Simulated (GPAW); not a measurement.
**GPAW run on ZrRh3 (Pm-3m, 4 atoms in the cell): self-consistent single point**

Level of theory: LDA (Perdew-Wang 92), GPAW PAW datasets LDA (gpaw-data 1.0.1) (plane waves; GPAW 25.7.0).

Input:

```python
from ase import Atoms
from ase.units import GPa
from gpaw import GPAW

atoms = Atoms(['Zr', 'Rh', 'Rh', 'Rh'],
              cell=[[3.934110, 0.000000, 0.000000],
                    [0.000000, 3.934110, 0.000000],
                    [0.000000, 0.000000, 3.934110]],
              scaled_positions=[[0.000000, 0.000000, 0.000000],
                                [0.500000, 0.500000, 0.000000],
                                [0.000000, 0.500000, 0.500000],
                                [0.500000, 0.000000, 0.500000]],
              pbc=True)

calc = GPAW(mode={'name': 'pw', 'ecut': 600},
            xc='LDA',
            kpts={'size': (6, 6, 6), 'gamma': True},
            occupations={'name': 'fermi-dirac', 'width': 0.05},
            nbands=-12,
            symmetry={'symmorphic': False, 'tolerance': 0.0005},
            maxiter=150)

atoms.calc = calc

energy = atoms.get_potential_energy()
print('Energy (eV):', round(energy, 6))
forces = atoms.get_forces()
print('Forces (eV/Ang):')
print(forces.round(5))
stress = atoms.get_stress()
print('Stress (GPa, Voigt):', (stress / GPa).round(4))
```

Output, abridged:

```
Input parameters:
  kpts: {gamma: True,
         size: (6, 6, 6)}
  maxiter: 150
  mode: {ecut: 600,
         name: pw}
  nbands: -12
  occupations: {name: fermi-dirac,
                width: 0.05}
  symmetry: {symmorphic: False,
             tolerance: 0.0005}

species:
  Zr:
    name: Zirconium
    Z: 40.0
    valence: 12
    core: 28
    charge: 0.0
    file: Zr.LDA.gz

    # Using partial waves for Zr as LCAO basis

  Rh:
    name: Rhodium
    Z: 45.0
    valence: 15
    core: 30
    charge: 0.0
    file: Rh.LDA.gz

    # Using partial waves for Rh as LCAO basis

Reference energy: -487813.953397  # eV

Spin-paired calculation

Convergence criteria:
 Maximum [total energy] change in last 3 cyles: 0.0005 eV / valence electron
 Maximum integral of absolute [dens]ity change: 0.0001 electrons / valence electron
 Maximum integral of absolute [eigenst]ate change: 4e-08 eV^2 / valence electron
 Maximum number of scf [iter]ations: 150

Symmetries present (total): 48
Symmetries with fractional translations: 0
216 k-points: 6 x 6 x 6 Monkhorst-Pack grid + [1/12,1/12,1/12]
20 k-points in the irreducible part of the Brillouin zone
       k-points in crystal coordinates                weights
   0:     0.00000000    0.00000000    0.00000000          1/216
   1:     0.16666667    0.00000000    0.00000000          6/216
   2:     0.16666667    0.16666667    0.00000000         12/216
   [... 7 lines left out ...]
          ...
  19:     0.50000000    0.50000000    0.50000000          1/216

Wave functions: Plane wave expansion
  Cutoff energy: 600.000 eV
  Number of coefficients (min, max): 2007, 2054
  Pulay-stress correction: 0.000000 eV/Ang^3 (de/decut=0.000000)

Occupation numbers: Fermi-Dirac:
  width: 0.0500  # eV

Eigensolver

Densities:
  Coarse grid: 24*24*24 grid
  Fine grid: 48*48*48 grid
  Total Charge: 0.000000

Density mixing:
  Method: separate
  Backend: pulay
  Linear mixing parameter: 0.05
  old densities: 5
  Damping of long wavelength oscillations: 50

Hamiltonian:
  XC and Coulomb potentials evaluated on a 48*48*48 grid
  External potential:
    NoExternalPotential

Number of atoms: 4
Number of atomic orbitals: 49
Number of bands in calculation: 40
Number of valence electrons: 57
Bands to converge: occupied

Density initialized from atomic densities
  40 bands from LCAO basis set

Atomic positions and initial magnetic moments

Positions:
   0 Zr     0.000000    0.000000    0.000000    ( 0.0000,  0.0000,  0.0000)
   1 Rh     1.967055    1.967055    0.000000    ( 0.0000,  0.0000,  0.0000)
   2 Rh     0.000000    1.967055    1.967055    ( 0.0000,  0.0000,  0.0000)
   3 Rh     1.967055    0.000000    1.967055    ( 0.0000,  0.0000,  0.0000)

Unit cell:
           periodic     x           y           z      points  spacing
  1. axis:    yes    3.934110    0.000000    0.000000    24     0.1639
  2. axis:    yes    0.000000    3.934110    0.000000    24     0.1639
  3. axis:    yes    0.000000    0.000000    3.934110    24     0.1639

  Lengths:   3.934110   3.934110   3.934110
  Angles:   90.000000  90.000000  90.000000

Effective grid spacing dv^(1/3) = 0.1639

     iter     time        total  log10-change:
                         energy   eigst   dens
iter:   1 --:--:--   -40.182973
iter:   2 --:--:--   -39.337347   -0.87  -1.28
iter:   3 --:--:--   -37.809609   -1.16  -1.34
iter:   4 --:--:--   -38.043138   -1.89  -1.62
iter:   5 --:--:--   -37.317256   -1.43  -1.53
iter:   6 --:--:--   -37.366230   -2.56  -2.24
iter:   7 --:--:--   -37.296162   -2.73  -2.08
iter:   8 --:--:--   -37.295549   -3.43  -2.57
iter:   9 --:--:--   -37.294304c  -3.75  -2.85
iter:  10 --:--:--   -37.293175c  -3.73  -2.93
iter:  11 --:--:--   -37.293009c  -5.18  -3.56
iter:  12 --:--:--   -37.293016c  -5.64  -3.77
iter:  13 --:--:--   -37.293037c  -5.86  -3.77
iter:  14 --:--:--   -37.293001c  -6.36  -3.68
iter:  15 --:--:--   -37.292935c  -5.77  -3.78
iter:  16 --:--:--   -37.292924c  -6.72  -3.81
iter:  17 --:--:--   -37.292990c  -5.78  -3.81
iter:  18 --:--:--   -37.292975c  -6.00  -3.82
iter:  19 --:--:--   -37.292958c  -6.26  -3.99
iter:  20 --:--:--   -37.292954c  -7.24  -4.14c
iter:  21 --:--:--   -37.292952c  -7.27  -4.25c
iter:  22 --:--:--   -37.292954c  -7.01  -4.35c
iter:  23 --:--:--   -37.292951c  -7.40c -4.49c

Converged after 23 iterations.

Dipole moment: (0.000000, -0.000000, -0.000000) |e|*Ang

Energy contributions relative to reference atoms: (reference = -487813.953397)

Kinetic:        -12.465947
Potential:       +3.924902
External:        +0.000000
XC:             -28.647269
Entropy (-ST):   -0.028289
Local:           -0.090493
SIC:             +0.000000
--------------------------
Free energy:    -37.307096
Extrapolated:   -37.292951

Showing only first 2 kpts
 Kpt  Band  Eigenvalues  Occupancy
  0    26     12.06450    0.00000
  0    27     12.06450    0.00000
  0    28     12.06450    0.00000
  0    29     14.74383    0.00000

  1    26     11.21050    0.04875
  1    27     11.32847    0.00471
  1    28     12.06531    0.00000
  1    29     13.10692    0.00000

Fermi level: 11.02602

No gap
No difference between direct/indirect transitions
Energy (eV): -37.292951

Forces in eV/Ang:
  0 Zr    0.00000   -0.00000    0.00000
  1 Rh   -0.00000    0.00000    0.00000
  2 Rh   -0.00000    0.00000    0.00000
  3 Rh    0.00000    0.00000    0.00000

Stress tensor:
     0.060037    -0.000000     0.000000
    -0.000000     0.060037     0.000000
     0.000000     0.000000     0.060037
Stress (GPa, Voigt): [ 9.6191  9.6191  9.6191  0.      0.     -0.    ]
```

The run converged in 23 iterations. GPAW prints stress with tension positive.

The starting cell comes from a database of computed structures (which also holds hypothetical and non-ambient phases and stackings), without a prior relaxation at this level. Spin polarisation is off. With a pressure of about -10 GPa the cell is away from its equilibrium volume at this level.
